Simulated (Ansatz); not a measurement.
**Ti: element substitutions**

Take Ti in the hcp (Mg type) structure (space group P6_3/mmc, No. 194; a = 2.9363 Å, c = 4.6372 Å) as the base.

Each row replaces one element on all its sites; cell and atoms are relaxed.

All numbers come from Kohn–Sham DFT with the r2SCAN functional, run in Ansatz (an electronic-structure program) with PAW and 500 eV plane waves, no spin-orbit coupling, earlier PAW set.

Candidates:
(a) Ti → Si
(b) Ti → Mn
(c) Ti → Tl

For the base:

The volume per atom comes out as 17.31 Å³.

Question: Order them by volume per atom, lowest first.

Answer: (b) Ti → Mn (10.44 Å³), (a) Ti → Si (13.71 Å³), (c) Ti → Tl (30.07 Å³)

No phonon test of stability was made. For Si and Mn in this form, whether it has been made was not checked. Starting moments died away, wholly or in part, for Ti → Mn; another magnetic solution may exist. The final runs are not spin-polarised. This is not the structure that Si has at room temperature and ambient pressure. This is not the structure that Mn has at room temperature and ambient pressure.
